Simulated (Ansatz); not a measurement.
Consider a 16-atom cell of (Ru,Re) started in the hexagonal close-packed structure, site fractions Ru 0.500, Re 0.500, short-range order 0.00 in the first shell of the mixed sites (0 is random, a negative value favours unlike neighbours), space group P-1 at the end. Its start:

```yaml
crystal:
  lattice:
    - [-0.00238, -4.78331, -4.40979]
    - [-0.00231, 4.77766, -4.40366]
    - [5.52077, 0.00287, 4.40965]
  atoms:
    - { symbol: Re, position: [0.58445, 0.41563, 0.25072] }
    - { symbol: Re, position: [0.21042, 0.54296, 0.00106] }
    - { symbol: Ru, position: [0.70528, 0.03877, 0.99699] }
    - { symbol: Ru, position: [0.33380, 0.16767, 0.75313] }
    - { symbol: Re, position: [0.45969, 0.79452, 0.49932] }
    - { symbol: Ru, position: [0.95512, 0.29277, 0.50292] }
    - { symbol: Ru, position: [0.08393, 0.91371, 0.24724] }
    - { symbol: Re, position: [0.83443, 0.66812, 0.75006] }
    - { symbol: Re, position: [0.54055, 0.20937, 0.49928] }
    - { symbol: Ru, position: [0.16988, 0.33223, 0.24708] }
    - { symbol: Re, position: [0.66531, 0.83048, 0.25068] }
    - { symbol: Re, position: [0.29057, 0.95688, 0.99994] }
    - { symbol: Ru, position: [0.41972, 0.58623, 0.75301] }
    - { symbol: Re, position: [0.91458, 0.08204, 0.74894] }
    - { symbol: Ru, position: [0.04107, 0.71129, 0.50276] }
    - { symbol: Ru, position: [0.79120, 0.45733, 0.99687] }
```

The mixing enthalpy is taken against the end members in the hexagonal close-packed type (which need not be the stable form of Ru and Re), relaxed in the same cell and mesh.

These are r2SCAN (plane waves to 500 eV, PAW; Ansatz, a program for electronic structure) values and carry that method's errors. Scalar-relativistic, without spin–orbit coupling; the runs are not spin-polarised. Its k-point mesh 6×6×6, Fermi–Dirac width 0.05 eV.

| end member | weight | volume per atom (Å³) |
|---|---|---|
| Ru | 0.500 | 13.49 |
| Re | 0.500 | 14.70 |

### Question
Predict the alloy's volume, bond lengths and mixing enthalpy.

### Answer
- volume per atom: 14.07 Å³
- Re–Ru bonds: 2.705 Å on average, from 2.656 to 2.747 (48)
- Re–Re bonds: 2.720 Å on average, from 2.653 to 2.755 (24)
- Ru–Ru bonds: 2.710 Å on average, from 2.671 to 2.763 (24)
- mixing enthalpy per site of the mixed sublattice: -60 meV
- departure of the mean lattice parameter from Vegard's line: under 0.15 %, inside the noise of the relaxations
